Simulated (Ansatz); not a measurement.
**Response to strain in Nb**

The reference is Nb in the bcc (W type) structure (space group Im-3m, No. 229; a = 3.273 Å; relaxed with 0.1 eV smearing). Axes: x, y, z lie along the cube axes.

Strains are applied to the cell and any free atomic positions relax; under biaxial strain the out-of-plane vector relaxes too.

All numbers come from PBEsol (Ansatz, an electronic-structure program; PAW; 420 eV plane waves; scalar-relativistic without spin-orbit coupling).

```json
[
 {"biaxial strain, plane normal [111], relaxed out of plane (%)": "-1.67", "out-of-plane strain (%)": "2.84"},
 {"biaxial strain, plane normal [111], relaxed out of plane (%)": "-1.25", "out-of-plane strain (%)": "2.12"},
 {"biaxial strain, plane normal [111], relaxed out of plane (%)": "-0.83", "out-of-plane strain (%)": "?"},
 {"biaxial strain, plane normal [111], relaxed out of plane (%)": "-0.42", "out-of-plane strain (%)": "0.72"},
 {"biaxial strain, plane normal [111], relaxed out of plane (%)": "0", "out-of-plane strain (%)": "0.00"}
]
```

### Question
Fit ε⊥ = −νε + γε² (strains in %) to the rows shown and predict the withheld row.

### Answer
Least squares on the printed values gives ν = 1.70 (the biaxial Poisson response) and γ = -0.002 (largest residual 0.01 %); this predicts 1.41 %, and the run gives 1.41 %, in agreement.

No phonon test of stability was made. The final runs are not spin-polarised.
